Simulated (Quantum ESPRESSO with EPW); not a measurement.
GaP: phonon-limited hole drift mobility along x at 300 K against the coarse meshes from which the couplings are interpolated (Quantum ESPRESSO with EPW, LDA, PseudoDojo 0.4 norm-conserving potentials with their local tails restored to the Coulomb form, DFPT electron-phonon coupling, iterative Boltzmann equation). Each run picks its fine mesh from its own bands, so these can differ.

Space group F-43m (No. 216); a = 5.3875 Å, b = 5.3875 Å, c = 5.3875 Å, α = 90.00°, β = 90.00°, γ = 90.00°

```csv
atom,site,symmetry,x,y,z
Ga,4a,-43m,0.0000,0.0000,0.0000
P,4d,-43m,0.7500,0.7500,0.7500
```
(The calculation used a cell of 2 atoms; values per cell refer to that cell.)

```csv
coarse k,coarse q,fine mesh,Wannier miss near the edge (meV),μ (cm²/(V·s)),move from a fine mesh of 0.7 the divisions,against the last row
6×6×6,3×3×3,62×62×62,13,193,6 %,-17 %
8×8×8,4×4×4,62×62×62,9,211,10 %,-9 %
12×12×12,4×4×4,62×62×62,3,217,16 %,-6 %
12×12×12,6×6×6,62×62×62,3,232,17 %,-
```

The last step in the coarse meshes, 12×12×12/4×4×4 to 12×12×12/6×6×6, moves the value by 6 %, and the fine meshes of those two rows move it by up to 17 %. The step can't be told from the fine-mesh error, so the table bounds the uncertainty at about that size and doesn't show convergence below it.

Dilute carriers, scattering by harmonic phonons alone, dynamical quadrupoles left out; computed gap 1.39 eV. Without spin-orbit coupling the valence bands stay degenerate, which lowers hole mobilities. Leaving out quadrupoles slows convergence with the coarse q mesh and, in piezoelectric crystals, misstates scattering by acoustic modes, which can move the mobility by tens of per cent or more, whatever the mesh. Geometry: relaxed with this functional.
